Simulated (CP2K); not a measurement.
## A self-consistent single point of GaSb (F-43m, 2 atoms in the cell) with CP2K

Method: PBE, GPW, DZVP-MOLOPT-PBE-GTH basis, GTH-PBE potentials (POTENTIAL_UZH) (CP2K 2026.2).

This input was run:

```
&GLOBAL
  PROJECT gasb
  RUN_TYPE ENERGY_FORCE
  PRINT_LEVEL MEDIUM
&END GLOBAL
&FORCE_EVAL
  METHOD Quickstep
  STRESS_TENSOR ANALYTICAL
  &DFT
    BASIS_SET_FILE_NAME BASIS_MOLOPT_UZH
    POTENTIAL_FILE_NAME POTENTIAL_UZH
    &QS
      METHOD GPW
      EPS_DEFAULT 1E-10
    &END QS
    &MGRID
      CUTOFF 600
      REL_CUTOFF 60
      NGRIDS 5
    &END MGRID
    &SCF
      SCF_GUESS ATOMIC
      EPS_SCF 1E-7
      MAX_SCF 100
      ADDED_MOS 4
      &DIAGONALIZATION
        ALGORITHM STANDARD
      &END DIAGONALIZATION
      &MIXING
        METHOD BROYDEN_MIXING
        ALPHA 0.2
        NBUFFER 8
        BETA 1.5
      &END MIXING
      &SMEAR ON
        METHOD GAUSSIAN
        SIGMA [eV] 0.1
      &END SMEAR
    &END SCF
    &KPOINTS
      SCHEME MONKHORST-PACK 9 9 9
    &END KPOINTS
    &XC
      &XC_FUNCTIONAL PBE
      &END XC_FUNCTIONAL
    &END XC
    &PRINT
      &MO
        EIGENVALUES T
        OCCUPATION_NUMBERS T
        NDIGITS 8
        FILENAME mo
        &EACH
          QS_SCF 0
        &END EACH
        ADD_LAST NUMERIC
      &END MO
      &MULLIKEN ON
      &END MULLIKEN
    &END PRINT
  &END DFT
  &SUBSYS
    &CELL
      ABC 4.44338100 4.44338140 4.44338186
      ALPHA_BETA_GAMMA 59.99999613 59.99999894 59.99999555
      PERIODIC XYZ
    &END CELL
    &COORD
      Ga       0.00000000     0.00000000     0.00000000
      Sb       6.66507225     3.84808125     2.72100450
    &END COORD
    &KIND Ga
      BASIS_SET DZVP-MOLOPT-PBE-GTH-q13
      POTENTIAL GTH-PBE-q13
    &END KIND
    &KIND Sb
      BASIS_SET DZVP-MOLOPT-PBE-GTH-q5
      POTENTIAL GTH-PBE-q5
    &END KIND
  &END SUBSYS
  &PRINT
    &FORCES ON
    &END FORCES
    &STRESS_TENSOR ON
    &END STRESS_TENSOR
  &END PRINT
&END FORCE_EVAL
```

The program printed (abridged):

```
 GLOBAL| Method name                                                        CP2K
 GLOBAL| Project name                                                       gasb
 GLOBAL| Run type                                                   ENERGY_FORCE

 CELL| Volume [angstrom^3]:                                            62.033424
 CELL| Vector a [angstrom]:       4.443     0.000     0.000   |a| =     4.443381
 CELL| Vector b [angstrom]:       2.222     3.848     0.000   |b| =     4.443381
 CELL| Vector c [angstrom]:       2.222     1.283     3.628   |c| =     4.443382
 CELL| Angle (b,c), alpha [degree]:                                    59.999996
 CELL| Angle (a,c), beta  [degree]:                                    59.999999
 CELL| Angle (a,b), gamma [degree]:                                    59.999996
 CELL| Numerically orthorhombic:                                              NO
 CELL| Periodicity                                                           XYZ

 DFT| Spin restricted Kohn-Sham (RKS) calculation                            RKS
 DFT| Multiplicity                                                             1
 DFT| Number of spin states                                                    1
 DFT| Charge                                                                   0
 DFT| XC density smoothing                                                  NONE
 DFT| XC derivatives                                                          PW

 QS| Method:                                                                 GPW
 QS| Density plane wave grid type                        NON-SPHERICAL FULLSPACE
 QS| Number of grid levels:                                                    5
 QS| Density cutoff [a.u.]:                                                300.0
 QS| Multi grid cutoff [a.u.]: 1) grid level                               300.0
   [... lines left out ...]
 BRILLOUIN| Wavefunction type                                            COMPLEX
 BRILLOUIN| List of Kpoints [2 Pi/Bohr]                                      365
 BRILLOUIN| Number           Weight            X              Y              Z
 BRILLOUIN|     1           0.00274       -0.44444       -0.44444       -0.44444
 BRILLOUIN|     2           0.00274       -0.44444       -0.44444       -0.33333
 BRILLOUIN|     3           0.00274       -0.44444       -0.44444       -0.22222
   [... 362 lines left out ...]
 *******************************************************************************

 Extrapolation method: initial_guess

 Re-scaling the density matrix to get the right number of electrons
                  # Electrons              Trace(P)               Scaling factor
                           18                18.000                        1.000

 Number of electrons:                                                         18
 Number of occupied orbitals:                                                  9
 Number of molecular orbitals:                                                13

 Number of orbital functions:                                                 38
 Number of independent orbital functions:                                     38
 SCF WAVEFUNCTION OPTIMIZATION

  Step     Update method      Time    Convergence         Total energy    Change
     1 NoMix/Diag. 0.20E+00      -     0.82570935       -80.1934616559 -8.02E+01
     2 Broy./Diag. 0.20E+00      -     0.00627073       -80.1733671944  2.01E-02
     3 Broy./Diag. 0.20E+00      -     0.04438284       -80.1070772649  6.63E-02
     4 Broy./Diag. 0.20E+00      -     0.00439798       -80.0922953711  1.48E-02
     5 Broy./Diag. 0.20E+00      -     0.01419869       -80.1204045133 -2.81E-02
     6 Broy./Diag. 0.20E+00      -     0.00222785       -80.1350789599 -1.47E-02
     7 Broy./Diag. 0.20E+00      -     0.00126510       -80.1344568004  6.22E-04
   [... 9 lines left out ...]
    17 Broy./Diag. 0.20E+00      -     0.00000094       -80.1388295118 -1.85E-06
    18 Broy./Diag. 0.20E+00      -     0.00000137       -80.1388265657  2.95E-06
    19 Broy./Diag. 0.20E+00      -     0.00000017       -80.1388250289  1.54E-06
    20 Broy./Diag. 0.20E+00      -     0.00000021       -80.1388249293  9.96E-08
    21 Broy./Diag. 0.20E+00      -     0.00000002       -80.1388247771  1.52E-07
  *** SCF run converged in    21 steps ***

  Electronic density on regular grids:        -17.9999999595        0.0000000405
  Core density on regular grids:               17.9999999973       -0.0000000027
  Total charge density on r-space grids:        0.0000000378
  Total charge density g-space grids:           0.0000000378

  Overlap energy of the core charge distribution:               0.00000000102198
  Self energy of the core charge distribution:               -109.24705457334224
  Core Hamiltonian energy:                                     31.66897761803378
  Hartree energy:                                               9.01358288958730
  Exchange-correlation energy:                                -11.57432236332228
  Smearing free energy correction:                             -0.00000834904061
  Fermi energy:                                                 0.12101759190741

  Total energy:                                               -80.13882477706215
  Total energy (extrapolated to sigma->0):                    -80.13882060254186

                     Mulliken Population Analysis

 #  Atom  Element  Kind  Atomic population                           Net charge
       1     Ga       1         13.196322                             -0.196322
       2     Sb       2          4.803678                              0.196322
 # Total charge                             18.000000                 -0.000000

 ENERGY| Total FORCE_EVAL ( QS ) energy [hartree]            -80.138824913019832

 FORCES| Atomic forces [hartree/bohr]
 FORCES|   Atom     x               y               z               |f|
 FORCES|      1  1.94985616E-07  6.22056764E-08  6.27741994E-08   2.14078342E-07
 FORCES|      2 -2.00513123E-07 -6.54009792E-08 -6.50405560E-08   2.20710386E-07
 FORCES| Sum    -5.52750671E-09 -3.19530277E-09 -2.26635652E-09
 FORCES| Total atomic force                                       6.77492894E-09

 STRESS| Analytical stress tensor [bar]
 STRESS|                        x                   y                   z
 STRESS|      x       -8.03769896097E+03   3.31826304924E+00   2.34623767693E+00
 STRESS|      y        3.31826304924E+00  -8.04146486858E+03   1.51639736575E+00
 STRESS|      z        2.34623767693E+00   1.51639736575E+00  -8.04271056645E+03
 STRESS| 1/3 Trace                                            -8.04062479867E+03
```

The run converged in 21 iterations.

The starting cell comes from a database of computed structures (which also holds hypothetical and non-ambient phases and stackings), without a prior relaxation at this level. Its lattice was rescaled by a random factor within 2.5 % of one. Values carry the incompleteness of an atom-centred basis. The run gives no clean gap (levels at the Fermi energy touch, overlap or are partly filled at this smearing), which alone does not show that the compound is a metal.

Cost on one core of a shared machine: roughly 2 min.
